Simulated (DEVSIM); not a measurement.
Structure: Au/SiO2/n-Si capacitor, at 250 K.

| layer (left to right) | material | thickness (nm) | Nd (cm⁻³) |
|---|---|---|---|
| 1 | SiO2 | 3.50 | - |
| 2 | Si | 14000 | 1.8e15 |

Metal gate on the left, work function 5.1 eV. Fixed charge at the semiconductor interface 0 cm⁻² (in units of +e); no interface traps.

The device is made up for the run: typed textbook-type constants, with dimensions and the other settings drawn at random. Values at 300 K; Nc and Nv go as T^1.5, mobilities as T to minus their exponent, the gap by Varshni's rule with the affinity fixed.

```
parameter         SiO2        Si
----------------  ----  --------
gap (eV)             9     1.124
affinity (eV)      0.9      4.05
permittivity       3.9      11.7
Nc (cm⁻³)            -   2.86e19
Nv (cm⁻³)            -    3.1e19
Varshni α (eV/K)     -  0.000473
Varshni β (K)        -       636
```

Model (solved in DEVSIM): 1D Poisson equation in equilibrium, Boltzmann statistics, complete ionisation; no quantum confinement or tunnelling. Metal contacts follow the ideal Schottky-Mott rule: no Fermi-level pinning, no interface dipoles.

The temperature was swept, all else fixed.

```
temperature (K)  minimum of the low-frequency capacitance (μF/cm²)  threshold voltage (band bending 2φF) (V)  flat-band voltage (V)
---------------  -------------------------------------------------  ----------------------------------------  ---------------------
250                                                         0.0156                                      0.10                   0.85
300                                                         0.0178                                      0.16                   0.80
350                                                         0.0203                                      0.22                   0.75
400                                                         0.0246                                      0.29                   0.70
450                                                         0.0342                                      0.36                   0.65
500                                                         0.0503                                      0.43                   0.60
```

From the first row to the last the minimum of the low-frequency capacitance goes from 0.0156 to 0.0503. From the first row to the last the threshold voltage (band bending 2φF) goes from 0.10 to 0.43.
